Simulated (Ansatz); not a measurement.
An Ansatz (a first-principles code) run: Zr with a change (biaxial strain +0.56 %, plane normal [001], relaxed out of plane); Kohn–Sham DFT with the PBE functional, run in Ansatz with PAW and 420 eV plane waves, spin-orbit coupling left out.

Input:

Ansatz 0.2 input:
```yaml
crystal:
  lattice:
    - [3.2494191566, 0, 0]
    - [1.6247095783, 2.8140795371, 0]
    - [0, 0, 5.1585457296]
  atoms:
    - { symbol: Zr, position: [0.3333333333, 0.3333333333, 0.75] }
    - { symbol: Zr, position: [0.6666666667, 0.6666666667, 0.25] }
basis: { ecutwfc: 420, ecutrho_ratio: 4, xc_grid: 2, fft_grid_basis: typed }
kpoints: { mp_grid: { grid: [17, 17, 9] } }
hamiltonian:
  xc: pbe
  dispersion: none
  pseudopotentials: { kind: paw }
scf: { occupations: { method: fermi_dirac, width: 0.05 } }
relax: { f_tol: 0.005, max_steps: 50, cell: { stress_tol: 0.01, fix: [a, b, gamma] } }
output: { forces: true, stress: true }
checkpoint: { write: state.ck, write_every: 1000 }
```

Output (explanatory and most iteration lines left out):

```
Relaxation: its limit of steps is 50 (relax.max_steps)
Pseudopotential: Zr, paw, valence charge 12
Crystal: 2 atoms, lattice volume = 47.170 Å³
Basis set: ecut = 420 eV, 941 PW (Γ), exchange–correlation on 48×48×72 points (8 copies of the dense FFT grid, shifted against one another)
Bands: 16, of which v1, the nominal top of the filled ones, is band 12 counted from 1 (11 counted from 0)
Symmetry: 24 space group operations
Space group: P63/mmc (ITA 194), of the structure as read, at distance tolerance 3.6e-5 Å
k-points: 165 of 2601
Functional: x = pbe(κ = 0.804, μ = 0.2195149727645171), c = pbe(β = 0.06672455060314922)
SCF iter   1: F=—  HF=-8367.679101 eV  |F-HF|=—  |Δ(HF+E_count)|=         —  Δρ=3.17e-3  dr2=2.14e-3  ethr=1.77e-3  ⟨swp⟩=4.8  Hψ=11258  notcnv=0
SCF iter   2: F=—  HF=-8367.678117 eV  |F-HF|=—  |Δ(HF+E_count)|=   9.85e-4  Δρ=1.88e-3  dr2=8.18e-4  ethr=8.93e-6  ⟨swp⟩=2.9  Hψ=5799  notcnv=0
SCF 1 converged in 6 iterations: F = -8367.678386 eV  dr2 = 2.97e-9
relax step   1: F+E_penalty+E_count = -8367.67838639 eV  Δ(F+E_penalty+E_count) = +0.000e0 eV  max|allowed force component| = 5.089e-17 eV/Å  Δτ_max = 0.0000 Å  P = -0.735 GPa  Ω = 47.170 Å³  fix = [a, b, gamma]  reactions: a -0.968, b -0.968 GPa  (6 SCF iters, dr2 threshold 1.00e-7 eV, accepted)
[... steps on the carried basis left out ...]
relax step   3: F+E_penalty+E_count = -8367.67846027 eV  Δ(F+E_penalty+E_count) = -1.428e-5 eV  max|allowed force component| = 1.110e-16 eV/Å  Δτ_max = 0.0000 Å  P = -0.576 GPa  Ω = 47.093 Å³  energy of the carried Pulay correction = +8.939e-6 eV  fix = [a, b, gamma]  reactions: a -0.864, b -0.864 GPa  (6 SCF iters, dr2 threshold 5.34e-8 eV, accepted)
Crystal: 2 atoms, lattice volume = 47.093 Å³
SCF iter   1: F=—  HF=-8367.678455 eV  |F-HF|=—  |Δ(HF+E_count)|=         —  Δρ=2.41e-6  dr2=3.09e-10  ethr=6.12e-8  ⟨swp⟩=3.5  Hψ=19708  notcnv=0
SCF iter   2: F=—  HF=-8367.678451 eV  |F-HF|=—  |Δ(HF+E_count)|=   4.22e-6  Δρ=1.17e-6  dr2=7.27e-11  ethr=1.29e-12  ⟨swp⟩=2.8  Hψ=5480  notcnv=0
SCF 4 converged in 8 iterations: F = -8367.678451 eV  dr2 = 4.35e-19
SCF converged after 8 iterations
Free energy (F): -8367.678451 eV
Internal energy: -8367.662101 eV  (E = F + TS)
E sigma→0 (E₀):  -8367.670276 eV
Entropy (-TS):   -0.016351 eV (-8.175 meV/atom)
Fermi energy:    13.827722 eV
--- Forces (eV/Å), atoms counted from 1 ---
  atom   1  Zr    -0.00000000    -0.00000000     0.00000000
  atom   2  Zr     0.00000000     0.00000000     0.00000000
--- Stress (GPa, compression-positive) ---
       -0.864098       0.000000      -0.000000
        0.000000      -0.864098      -0.000000
       -0.000000      -0.000000      -0.000918
  P = ⅓ Tr σ = -0.5764 GPa (-5.764 kbar)
--- Relaxed structure (3 steps of the walk, 3 accepted, 1 SCFs on fresh bases) ---
  cell:  # Å, volume = 47.0930 Å³
    - [3.2494191565657027, -4.173861175447368e-99, 0.0]
    - [1.6247095782828513, 2.8140795371297025, 0.0]
    - [0.0, 0.0, 5.15008442662841]
  atoms:
    - { symbol: Zr, position: [0.3333333333333333, 0.33333333333333326, 0.7500000000000001] }
    - { symbol: Zr, position: [0.6666666666666666, 0.6666666666666665, 0.25] }
```

Without a gap, meshes like the base's 17×17×9 leave anisotropic stresses uncertain by several tenths of a GPa, and small strain energies with them. Whether these cells are dynamically stable was not tested. All final runs are without spin polarisation. The cell was made from Zr in the hcp (Mg type) structure (space group P6_3/mmc, No. 194) by this change: biaxial strain +0.56 %, plane normal [001], relaxed out of plane.
